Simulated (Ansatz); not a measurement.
The reference is TiO2 in the rutile structure (space group P4_2/mnm, No. 136; a = 4.548 Å, c = 2.917 Å). Axes: x, y, z lie along a, b, c of the conventional cell.

Method: LDA, PAW, 420 eV (Ansatz, a program for electronic structure; scalar-relativistic without spin-orbit coupling).

For the base:

| Property | Result |
|---|---|
| Shortest interatomic distance | 3.643 bohr |
| Valence-band top at Γ | 0.00, -0.47, -0.47 eV |

It is then changed as follows: biaxial strain −2.40 %, plane normal [001], relaxed out of plane (Cartesian); in-plane vectors clamped, the third vector and the atoms free.

Task: How does this affect the shortest interatomic distance?

Result: The shortest interatomic distance decreases by 0.040 bohr (3.643 bohr → 3.603 bohr).

Task: Estimate the effect on the out-of-plane strain.

Result: The out-of-plane strain comes out as +1.77 %.

Task: What does the calculation give for the hole mass after the change?

Result: The hole mass comes out as 2.0 mₑ out of plane, 1.7 mₑ in plane (at Γ).

Task: How does this affect the valence-band top at Γ?

Result: The valence-band top at Γ (three highest levels, from the VBM) changes from 0.00, -0.47, -0.47 eV to 0.00, -0.46, -0.46 eV.

The levels and masses belong to the bands next to the band gap. Effective masses come from finite differences of ±0.01 Å⁻¹. Whether these cells are dynamically stable was not tested. The final runs are not spin-polarised.
